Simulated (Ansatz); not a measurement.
A computed series for BN: response to strain

The reference is BN in the zinc blende structure (space group F-43m, No. 216).

```yaml
crystal:
  lattice:
    - [0.00000, 1.80256, 1.80256]
    - [1.80256, 0.00000, 1.80256]
    - [1.80256, 1.80256, 0.00000]
  atoms:
    - { symbol: N, position: [0.75000, 0.75000, 0.75000] }
    - { symbol: B, position: [0.00000, 0.00000, 0.00000] }
```

Cartesian axes are those of the cell as printed.

Strains are applied to the cell and any free atomic positions relax; under biaxial strain the out-of-plane vector relaxes too; under stress the whole cell relaxes.

All numbers come from PBEsol, PAW, 420 eV (Ansatz, a first-principles code; no spin-orbit coupling), earlier PAW set.

Notes on the quantities. energy relative to the base: free energy F.

```tsv
variant	band gap	volume per atom	gap character	energy relative to the base
base	4.29 eV	5.86 Å³	indirect, Γ → X	0 meV/atom
biaxial strain +0.69 %, plane normal [001], relaxed out of plane	___	5.92 Å³	indirect, Γ → M	___
isotropic strain −5.06 %	4.45 eV	5.01 Å³	indirect, Γ → X	+186 meV/atom
isotropic strain −4.00 %	4.41 eV	5.18 Å³	indirect, Γ → X	+113 meV/atom
isotropic strain −1.83 %	4.35 eV	5.54 Å³	indirect, Γ → X	+22 meV/atom
uniaxial strain ε_xx = +3.43 %	3.96 eV	6.06 Å³	indirect, Γ → X	___
uniaxial strain ε_yy = +3.11 %	3.99 eV	6.04 Å³	indirect, Γ → X	+14 meV/atom
uniaxial strain ε_yy = +5.26 %	3.79 eV	6.16 Å³	indirect, Γ → X	+39 meV/atom
uniaxial stress, 3 GPa compression along x	4.21 eV	5.84 Å³	indirect, Γ → M	+0.2 meV/atom
uniaxial stress, 2 GPa tension along z	4.26 eV	5.87 Å³	indirect, Γ → X	+0.1 meV/atom
```

### Question
Some entries are withheld; estimate them.

### Answer

- biaxial strain +0.69 %, plane normal [001], relaxed out of plane, band gap: 4.10 eV
- biaxial strain +0.69 %, plane normal [001], relaxed out of plane, energy relative to the base: +1.5 meV/atom
- uniaxial strain ε_xx = +3.43 %, energy relative to the base: +17 meV/atom

Stability under load was not tested beyond the relaxation. Labels are those of the standard path for the cell's own space group.
